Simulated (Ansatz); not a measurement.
Base system: TiAl (space group P4/mmm, No. 123; relaxed with 0.1 eV smearing).

```yaml
crystal:
  lattice:
    - [2.76616, 0.00000, 0.00000]
    - [0.00000, 2.76616, 0.00000]
    - [0.00000, 0.00000, 4.00209]
  atoms:
    - { symbol: Ti, position: [0.00000, 0.00000, 0.00000] }
    - { symbol: Al, position: [0.50000, 0.50000, 0.50000] }
```

Cartesian axes are those of the cell as printed.

All numbers come from LDA (Ansatz, a first-principles code), scalar-relativistic without spin-orbit coupling.

It is then changed as follows: uniaxial strain ε_zz = +2.00 %, all other strain components held at zero; the atoms relax in the strained cell.

**Question.** Estimate the effect on the energy relative to the base.

**Answer.** The energy rises by 3.4 meV/atom.

**Question.** Predict the new stress.

**Answer.** The stress (xx, yy, zz, yz, xz, xy; compression positive) amounts to (-1.9, -1.9, -3.5, 0.0, 0.0, 0.0) GPa.

No phonon test of stability was made. The final runs are not spin-polarised.
